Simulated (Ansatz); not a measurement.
Consider HgS in the zinc blende structure (space group F-43m, No. 216).

```
HgS
1.0
    0.00000     2.93793     2.93793
    2.93793     0.00000     2.93793
    2.93793     2.93793     0.00000
Hg S
1 1
Cartesian
  0.00000   0.00000   0.00000
  1.46897   1.46897   1.46897
```

Cartesian axes are those of the cell as printed.

Level of theory: PBEsol in Ansatz (plane waves to 420 eV, PAW, spin-orbit coupling left out).

Strains are applied to the cell and any free atomic positions relax; under biaxial strain the out-of-plane vector relaxes too.

One change was made to it. Results:

```json
[
 {"quantity": "pressure (mean of the normal stresses, compression positive)", "base": "0.0 GPa", "after": "-0.5 GPa"},
 {"quantity": "shortest interatomic distance", "base": "4.808 bohr", "after": "4.822 bohr"}
]
```

Task: Which change produced these results?
A. biaxial strain +2.50 %, plane normal [111], relaxed out of plane
B. biaxial strain −0.83 %, plane normal [111], relaxed out of plane
C. biaxial strain +0.83 %, plane normal [111], relaxed out of plane
D. biaxial strain +1.67 %, plane normal [111], relaxed out of plane

Result: C, biaxial strain +0.83 %, plane normal [111], relaxed out of plane. For comparison, the shortest interatomic distance in the other runs: biaxial strain +2.50 %, plane normal [111], relaxed out of plane gives 4.849 bohr; biaxial strain +1.67 %, plane normal [111], relaxed out of plane gives 4.839 bohr; biaxial strain −0.83 %, plane normal [111], relaxed out of plane gives 4.787 bohr.

A case with no gap was solved on a k-mesh chosen for an insulator, which is coarse for it. No phonon test of stability was made. The final runs are not spin-polarised.

Ansatz is a program for electronic structure.
